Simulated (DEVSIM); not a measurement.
Structure: Co/SiO2/n-Ge capacitor, at 400 K.

```
layer (left to right)  material  thickness (nm)  Nd (cm⁻³)
---------------------  --------  --------------  ---------
1                          SiO2            1.20          -
2                            Ge            1600     6.5e15
```

Metal gate on the left, work function 5 eV. Fixed charge at the semiconductor interface -9.8e10 cm⁻² (in units of +e); no interface traps.

The device is made up for the run: typed textbook-type constants, with dimensions and the other settings drawn at random. Values at 300 K; Nc and Nv go as T^1.5, mobilities as T to minus their exponent, the gap by Varshni's rule with the affinity fixed.

```
parameter         SiO2        Ge
----------------  ----  --------
gap (eV)             9     0.664
affinity (eV)      0.9         4
permittivity       3.9        16
Nc (cm⁻³)            -   1.04e19
Nv (cm⁻³)            -      6e18
Varshni α (eV/K)     -  0.000477
Varshni β (K)        -       235
```

Simulated with DEVSIM: 1D Poisson equation in equilibrium, Boltzmann statistics, complete ionisation; no quantum confinement or tunnelling. Metal contacts follow the ideal Schottky-Mott rule: no Fermi-level pinning, no interface dipoles.

Task: Tabulate band edges, carrier densities and field at 0.6 V on the gate.

Result: Energies count from the Fermi level of the right contact; mesh points crowd at the junctions.

| x (μm) | Ec (eV) | Ev (eV) | n (cm⁻³) | p (cm⁻³) | field (V/cm) |
|---|---|---|---|---|---|
| 0.000 | 3.500 | -5.500 | < 1e2 | < 1e2 | -18000 |
| 0.0005645 | 3.499 | -5.501 | < 1e2 | < 1e2 | -18000 |
| 0.001022 | 3.498 | -5.502 | < 1e2 | < 1e2 | -18000 |
| 0.001904 | 0.397 | -0.227 | 1.6e14 | 1.3e16 | -15000 |
| 0.004388 | 0.393 | -0.231 | 1.8e14 | 1.1e16 | -15000 |
| 0.008314 | 0.387 | -0.237 | 2.1e14 | 9.6e15 | -14000 |
| 0.01526 | 0.378 | -0.246 | 2.8e14 | 7.3e15 | -13000 |
| 0.03552 | 0.355 | -0.269 | 5.4e14 | 3.7e15 | -10000 |
| 0.06754 | 0.327 | -0.297 | 1.2e15 | 1.7e15 | -7300 |
| 0.1285 | 0.294 | -0.330 | 3.1e15 | 6.5e14 | -3600 |
| 0.2362 | 0.273 | -0.351 | 5.8e15 | 3.5e14 | -840 |
| 0.5506 | 0.268 | -0.356 | 6.8e15 | 3.0e14 | ≈ 0 |
| 0.9702 | 0.268 | -0.356 | 6.8e15 | 3.0e14 | ≈ 0 |
| 1.270 | 0.268 | -0.356 | 6.8e15 | 3.0e14 | ≈ 0 |
| 1.460 | 0.268 | -0.356 | 6.8e15 | 3.0e14 | ≈ 0 |
| 1.525 | 0.268 | -0.356 | 6.8e15 | 3.0e14 | ≈ 0 |
| 1.562 | 0.268 | -0.356 | 6.8e15 | 3.0e14 | ≈ 0 |
| 1.581 | 0.268 | -0.356 | 6.8e15 | 3.0e14 | ≈ 0 |
| 1.593 | 0.268 | -0.356 | 6.8e15 | 3.0e14 | ≈ 0 |
| 1.597 | 0.268 | -0.356 | 6.8e15 | 3.0e14 | ≈ 0 |
| 1.600 | 0.268 | -0.356 | 6.8e15 | 3.0e14 | ≈ 0 |
| 1.601 | 0.268 | -0.356 | 6.8e15 | 3.0e14 | ≈ 0 |
